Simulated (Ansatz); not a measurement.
NbRh3 (model structure, started from the A15 type, Pm-3n, No. 223, 8 atoms in the cell), treated with PBEsol (PAW; Ansatz, a quantum-chemistry and plane-wave program).

Settings: plane-wave cutoff 520 eV, 12×12×12 k mesh, Fermi–Dirac smearing 0.05 eV, no spin polarisation, scalar-relativistic PAW data made under PBE.

Cell (relaxed at this level):

```cif
data_Nb2Rh6
_chemical_formula_sum 'Rh6 Nb2'
_space_group_name_H-M_alt 'P 1'
_space_group_IT_number 1
_cell_length_a 4.90992
_cell_length_b 4.90992
_cell_length_c 4.90992
_cell_angle_alpha 90.000
_cell_angle_beta 90.000
_cell_angle_gamma 90.000
loop_
_space_group_symop_operation_xyz
  'x, y, z'
loop_
_atom_site_label
_atom_site_type_symbol
_atom_site_fract_x
_atom_site_fract_y
_atom_site_fract_z
_atom_site_occupancy
Rh1 Rh 0.25000 0.00000 0.50000 1
Rh2 Rh 0.75000 0.00000 0.50000 1
Rh3 Rh 0.00000 0.50000 0.25000 1
Rh4 Rh 0.00000 0.50000 0.75000 1
Rh5 Rh 0.50000 0.25000 0.00000 1
Rh6 Rh 0.50000 0.75000 0.00000 1
Nb1 Nb 0.00000 0.00000 0.00000 1
Nb2 Nb 0.50000 0.50000 0.50000 1
```

Task: Estimate the bulk modulus B0 that the calculation returns.

Result: 
bulk modulus B0: 256 GPa

Note: the run has no spin polarisation, so it can have missed a magnetic state; the bulk modulus is −V dP/dV from two relaxed cells at ±2 % in volume; the relaxation could raise the start's symmetry but not lower it, so the cell can be a saddle point.

A model structure was made by putting elements into a prototype or built by hand; it is no filed structure, need not be a known phase, and can be a saddle point held by its symmetry.
